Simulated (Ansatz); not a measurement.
# How far to go with shifted k-point meshes: Bi2Te2Se (R3m, 5 atoms in the cell)

```xyz
5
Lattice="2.1675 1.2514 10.6173 -2.1675 1.2514 10.6173 0.0000 -2.5028 10.6173" Properties=species:S:1:pos:R:3 pbc="T T T"
Bi     0.0000     0.0000    19.4250
Bi     0.0000     0.0000    12.4770
Te     0.0000     0.0000     6.9947
Te     0.0000     0.0000    24.8573
Se     0.0000     0.0000     0.0000
```

Method of the run: LDA (PW92), default PAW files made with PBE (plane waves; Ansatz, a program for electronic structure).

Base settings: basis.ecutwfc = 30.9 Ry; kpoints.mp_grid.grid = 5 5 5; hamiltonian.xc = lda; hamiltonian.pseudopotentials = {kind: paw} (the program's default PAW files); scf.occupations.method = fixed.

In this ladder: kpoints.mp_grid.shift = 0.5 0.5 0.5.

Shifted meshes do not hold Γ, so a gap read on them misses any band edge there.

Only quantities that move along the ladder and can be compared are tabulated.

The count of work is k-points × plane waves × bands × iterations; it is no time. Core times come from one kind of shared machine, to one figure; runs under 30 s give none.

The starting cell comes from a database of computed structures (which also holds hypothetical and non-ambient phases and stackings), without a prior relaxation at this level. Its lattice was rescaled by up to half a per cent. One atom was moved a little off its site on purpose. Spin-orbit coupling is off. In the base run, with a pressure of about -3 GPa the cell is away from its equilibrium volume at this level. Ansatz's pressure includes its estimate of the finite-basis (Pulay) stress.

| kpoints.mp_grid.grid | free energy less the last step's (meV/atom) | pressure (GPa) | largest difference of a force vector from the last step's (eV/Å) | gap on the mesh (eV) | count of work / last | core time / last (rough) |
|---|---|---|---|---|---|---|
| 2 2 2 | 186.52 | -1.80 | 0.368 | 0.987 | 0.0034 | – |
| 3 3 3 | 16.07 | -3.13 | 0.165 | 0.738 | 0.0090 | – |
| 4 4 4 | 2.40 | -3.21 | 0.052 | 0.612 | 0.015 | – |
| 5 5 5 | -1.12 | -3.21 | 0.014 | 0.548 | 0.028 | – |
| 6 6 6 | 0.01 | -3.18 | 0.014 | 0.508 | 0.042 | – |
| 7 7 7 | 0.68 | -3.16 | 0.010 | 0.482 | 0.066 | 0.08 |
| 8 8 8 | 0.61 | -3.15 | 0.007 | 0.464 | 0.090 | 0.09 |
| 9 9 9 | 0.35 | -3.15 | 0.004 | 0.451 | 0.13 | 0.2 |
| 10 10 10 | 0.18 | -3.15 | 0.002 | 0.442 | 0.16 | 0.2 |
| 12 12 12 | 0.06 | -3.15 | 0.001 | 0.430 | 0.27 | 0.4 |
| 13 13 13 | 0.03 | -3.15 | 0.000 | 0.426 | 0.34 | 0.4 |
| 16 16 16 | 0.00 | -3.15 | 0.000 | 0.418 | 0.61 | 0.7 |
| 19 19 19 | 0.00 | -3.15 | 0.000 | 0.413 | 1.0 | 1 |

Coarsest kpoints.mp_grid.grid that holds the forces within 0.02 eV/Å of the last step, with all finer ones: 5 5 5, at 0.028 of the last step's count of work; the step before is off by 0.052 eV/Å.

Coarsest kpoints.mp_grid.grid that holds the pressure within 0.05 GPa of the last step, with all finer ones: 6 6 6, at 0.042 of the last step's count of work; the step before is off by 0.06 GPa.

Keys are those of Ansatz 0.2.
